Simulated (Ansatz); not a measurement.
**BeSe: pressure series**

Start from BeSe in the zinc blende structure (space group F-43m, No. 216; a = 5.1777 Å).

Cell and atoms are relaxed at each pressure.

Method: Ansatz (an electronic-structure program), PBE, PAW, cutoff 420 eV, scalar-relativistic without spin-orbit coupling.

```
pressure (GPa)  band gap (eV)
--------------  -------------
-2                       2.73
-1                          ?
0                        2.67
3                        2.59
7                        2.50
15                       2.32
```

Task: Fit E_g = E₀ + αP + βP² to the rows shown and predict the withheld row.

Result: Least squares on the printed values gives E₀ = 2.67 eV, α = -26.8 meV/GPa, β = 0.23 meV/GPa² (largest residual 0.00 eV); this predicts 2.70 eV, and the run gives 2.70 eV, in agreement.

Load acts through the strain it causes; cell and atoms are relaxed under it. Whether these cells are dynamically stable was not tested. Competing high-pressure phases were not computed.
